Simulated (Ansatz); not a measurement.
## What isotropic strain −3.00 % does to Cs2AgBiBr6

Base system: Cs₂AgBiBr₆ (space group Fm-3m, No. 225; a = 10.9963 Å).

Now apply this change: an isotropic linear strain of −3.00 %, atoms relaxed at fixed cell.

All numbers come from Kohn–Sham DFT with the LDA functional, run in Ansatz (a quantum-chemistry and plane-wave program) with PAW and 420 eV plane waves, no SOC. Γ-centred 5×5×5 mesh, Fermi–Dirac width 0.05 eV.

```tsv
quantity	base	changed	shift
volume per atom	33.24 Å³	30.34 Å³	-2.90 Å³
energy relative to the base (free energy F)	0 meV/atom	+31 meV/atom	+31 meV/atom
band gap	0.94 eV	0.78 eV	-0.16 eV
gap character	indirect, X → L	indirect, X → L	–
smallest direct gap	2.20 eV	2.25 eV	+0.05 eV
mean gap deformation potential ΔEg/Δln V	–	+1.8 eV	–
width of the top valence band	1.40 eV	1.73 eV	+0.33 eV
electron mass	0.36 mₑ along k, 0.24 mₑ across (at L)	0.37 mₑ along k, 0.24 mₑ across (at L)	–
hole mass	0.15 mₑ along k, 0.62 mₑ across (at X)	0.13 mₑ along k, 0.53 mₑ across (at X)	–
largest internal atomic displacement	–	0.014 Å	–
```

Final structure:

```yaml
crystal:
  lattice:
    - [0.00000, 5.33322, 5.33322]
    - [5.33322, 0.00000, 5.33322]
    - [5.33322, 5.33322, 0.00000]
  atoms:
    - { symbol: Bi, position: [0.00000, 0.00000, 0.00000] }
    - { symbol: Ag, position: [0.50000, 0.50000, 0.50000] }
    - { symbol: Cs, position: [0.25000, 0.25000, 0.25000] }
    - { symbol: Cs, position: [0.75000, 0.75000, 0.75000] }
    - { symbol: Br, position: [0.25676, 0.74324, 0.25676] }
    - { symbol: Br, position: [0.25676, 0.74324, 0.74324] }
    - { symbol: Br, position: [0.74324, 0.25676, 0.74324] }
    - { symbol: Br, position: [0.74324, 0.25676, 0.25676] }
    - { symbol: Br, position: [0.25676, 0.25676, 0.74324] }
    - { symbol: Br, position: [0.74324, 0.74324, 0.25676] }
```

Spin-orbit coupling, missing from the scalar runs, can matter with Bi. Effective masses come from finite differences of ±0.01 Å⁻¹. Along k means along the line from Γ to the band edge. No phonon test of stability was made.
